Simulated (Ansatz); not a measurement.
TaGe₂ (model structure, started from the CrSi2 type, P6₂22, No. 180, 9 atoms in the cell)

These are PBEsol (plane waves, PAW; Ansatz, a first-principles code) values and carry that method's errors.

Run with plane-wave cutoff 500 eV, 12×12×6 k mesh (along the axes of the cell as run), Fermi–Dirac smearing 0.05 eV, scalar-relativistic PAW data made under PBE.

Cell (relaxed at this level):

```xyz
9
Lattice="4.9408 0.0000 0.0000 -2.4704 4.2789 0.0000 0.0000 0.0000 6.7320" Properties=species:S:1:pos:R:3 pbc="T T T"
Ta     2.4704     0.0000     0.0000
Ta     1.2352     2.1394     2.2440
Ta    -1.2352     2.1394     4.4880
Ge     0.0000     1.4045     0.0000
Ge     3.7245     0.7022     2.2440
Ge     1.2541     3.5767     4.4880
Ge     2.4704     2.8744     0.0000
Ge    -1.2541     3.5767     2.2440
Ge     1.2163     0.7022     4.4880
```

For TaGe₂ (model structure, started from the CrSi2 type, P6₂22, No. 180, 9 atoms in the cell), the band gap is none.

Note: the relaxation could raise the start's symmetry but not lower it, so the cell can be a saddle point.

Spin–orbit coupling is not included.

Computed values are for the static lattice.

Computing time: roughly 5 core-minutes.

A model structure was made by putting elements into a prototype or built by hand; it is no filed structure, need not be a known phase, and can be a saddle point held by its symmetry.
